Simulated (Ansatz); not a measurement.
Reference: K₂PtBr₆ (Fm-3m), PBEsol, rigid bands (plane waves, PAW, scalar-relativistic; Ansatz, a quantum-chemistry and plane-wave program); geometry: cell and atoms relaxed with PBEsol.

```
K2PtBr6
1.0
    0.00000     5.12455     5.12455
    5.12455     0.00000     5.12455
    5.12455     5.12455     0.00000
K Pt Br
2 1 6
Direct
  0.25000   0.25000   0.25000
  0.75000   0.75000   0.75000
  0.00000   0.00000   0.00000
  0.24079   0.75921   0.24079
  0.75921   0.24079   0.75921
  0.24079   0.75921   0.75921
  0.75921   0.24079   0.24079
  0.24079   0.24079   0.75921
  0.75921   0.75921   0.24079
```

| Property | Value |
|---|---|
| band gap | 0.98 eV |
| electron conductivity mass | 0.45 mₑ |
| Seebeck coefficient, n-type 1e19 cm⁻³ | -283 μV/K |

Task: Swap K for Cs, keeping the structure type. How do these values move?

Result: Cs₂PtBr₆ (Fm-3m): volume per atom 29.9 to 33.2 Å³; band gap rises (0.98 eV to 1.27 eV); electron conductivity mass rises (0.45 mₑ to 0.58 mₑ); Seebeck coefficient, n-type 1e19 cm⁻³ rises in size (-283 μV/K to -314 μV/K).

Moves up to 5 % count as about the same. Masses are for dilute carriers at 300 K, harmonic means over directions unless an axis is named. Seebeck coefficients are for the stated density at 300 K, with one relaxation time for all states and whether or not that doping can be reached. Spin-orbit coupling is left out.

Formula and space group known from diffraction (Crystallography Open Database), not checked to be the room-temperature form: K2PtBr6 (Fm-3m). Computed structure with no diffraction record at hand here (it may be known, metastable or hypothetical): Cs2PtBr6 (Fm-3m). The missing spin-orbit coupling matters most for Cs2PtBr6 (Fm-3m), K2PtBr6 (Fm-3m).
